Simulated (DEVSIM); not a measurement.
Structure: Schottky contact on n-type Si, at 300 K.

Layer 1 from the left is Si, thickness (μm) 0.460, Nd (cm⁻³) 2.1e16, τn (s) 0.00035, τp (s) 0.00035. Layer 2 from the left is Si, thickness (μm) 21.0, Nd (cm⁻³) 9.3e17, τn (s) 0.00035, τp (s) 0.00035.

Left contact: Schottky, work function 4.84 eV, emission velocity 1.9e6 cm/s. Right contact: ohmic. Voltage is applied to the left contact. Recombination: SRH at mid-gap, Auger. Mobility is μmin + (μ − μmin)/(1 + (N/Nref)^α).

The device is made up for the run: typed textbook-type constants, with dimensions and the other settings drawn at random. Values at 300 K.

Si: gap (eV) 1.124, affinity (eV) 4.05, permittivity 11.7, Nc (cm⁻³) 2.86e19, Nv (cm⁻³) 3.1e19, μn (cm²/Vs) 1417, μp (cm²/Vs) 470, μn,min 52, μp,min 45, Nref,n 9.7e16, Nref,p 2.2e17, αn 0.68, αp 0.72, Cn (cm⁶/s) 2.8e-31, Cp (cm⁶/s) 9.9e-32.

DEVSIM, 1D drift-diffusion, Boltzmann statistics, complete ionisation; no tunnelling, impact ionisation, image-force lowering or self-heating. Metal contacts follow the ideal Schottky-Mott rule: no Fermi-level pinning, no interface dipoles.

Dark forward current:

```tsv
|V| (V)	|J| (A/cm²)
0.05	2.674e-6
0.10	2.114e-5
0.15	0.0001486
0.20	0.001028
0.25	0.007094
0.30	0.04889
0.35	0.3363
0.40	2.298
0.45	15.25
0.50	87.68
0.55	335.7
0.60	795.1
0.65	1390
0.70	2060
```

**Question.** Work out the local ideality factor n = ΔV / (kT/q · ln(J2/J1)) between the rows 0.15 and 0.20 V, 0.65 and 0.70 V.

**Answer.** kT/q = 25.85 mV. From 0.15 to 0.20 V: ln(0.001028/0.0001486) = 1.934, n = 1.00, near the 1 of diffusion or emission over a barrier. From 0.65 to 0.70 V: ln(2060/1390) = 0.393, n = 4.92; the layers' resistance at their doping, Σ W/(qμN) = 6.1e-5 Ω cm², would take 41 mV of this step of 50 mV.

**Question.** Estimate the current at 0.30 V for emission alone, J0 = q v N_band exp(−φB/kT), and read the barrier back from the simulated current.

**Answer.** φB = 0.790 eV, N_band = 2.86e19 cm⁻³, J0 = 4.65e-7 A/cm²; J = J0 (exp(qV/kT) − 1) = 0.0510 A/cm². The simulation gives 0.0489 A/cm²; the estimate lies 4.3 % above. Read backwards, the simulated current gives an apparent barrier of 0.791 eV. The estimate leaves out transport through the depletion region and minority injection.
